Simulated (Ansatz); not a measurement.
Al₂Cu (I4/mcm, No. 140) was calculated with PBE-D4 (Ansatz, a first-principles code, plane waves, PAW).

Run with plane-wave cutoff 520 eV, 14×14×14 k mesh, Fermi–Dirac smearing 0.05 eV, no spin polarisation, scalar-relativistic PAW data made under PBE.

Computed at the level's own relaxed cell.

Task: What does this level give for the volume per atom, lattice parameter c, pressure derivative B′ of the bulk modulus, lattice parameter a and bulk modulus?

Result: 
volume per atom: 14.32 Å³/atom
lattice parameter c: 4.809 Å
pressure derivative B′ of the bulk modulus: 4.5
lattice parameter a: 5.978 Å
bulk modulus: 111 GPa

The run finds no gap.

Note: the bulk modulus comes from volumes at which shape and atoms were relaxed.

Computed values are for the static lattice.

Computing time: about 8 core-minutes (a rough figure).
